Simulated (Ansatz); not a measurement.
Effect of tensor shear ε_yz = +0.68 % on Be

Base system: Be in the hcp (Mg type) structure (space group P6_3/mmc, No. 194; a = 2.262 Å, c = 3.569 Å; relaxed with 0.1 eV smearing). Axes: x lies along a and z along c of the hexagonal cell.

The change: a pure shear with ε_yz = ε_zy = 0.0068, atoms relaxed at fixed cell.

All numbers come from r2SCAN/PAW in Ansatz (an electronic-structure program), spin-orbit coupling left out. k-mesh 29×29×16 (Γ-centred); smearing 0.1 eV (Fermi–Dirac).

The volume per atom remains 7.91 Å³ and the space group goes from P6_3/mmc (No. 194) to C2/m (No. 12). The energy goes up by 0.8 meV/atom and the pressure (mean of the normal stresses, compression positive) stays 0.0 GPa. The band gap is still zero and the stress (xx, yy, zz, yz, xz, xy; compression positive) amounts to (0.0, 0.0, 0.1, -2.4, 0.0, 0.0) GPa.

The cells carry an imposed strain or load. Whether these cells are dynamically stable was not tested.
